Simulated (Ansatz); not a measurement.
Consider BN in the zinc blende structure (space group F-43m, No. 216; a = 3.625 Å). Axes: x, y, z lie along the cube axes.

Calculations: Ansatz (a program for electronic structure) PBE, no spin-orbit coupling.

The change: every lattice vector is stretched by 2.50 %, atoms relaxed at fixed cell.

Predict the stress tensor and what it implies for the stiffness.

Stress of the strained cell less that of the base (GPa, compression positive):
```
 -23.97    0.00    0.00
   0.00  -23.97    0.00
   0.00    0.00  -23.97
```

Then B = −ΔP/(ΔV/V₀) with ΔV/V₀ = 0.0769 gives secant stiffness values (nonlinear terms included at this strain): B ≈ 312 GPa.

As a check, the harmonic strain energy −½ V₀ Δσ:ε is 33 meV/atom; the computed energy rise is 36 meV/atom.

Stability against distortions was not tested.
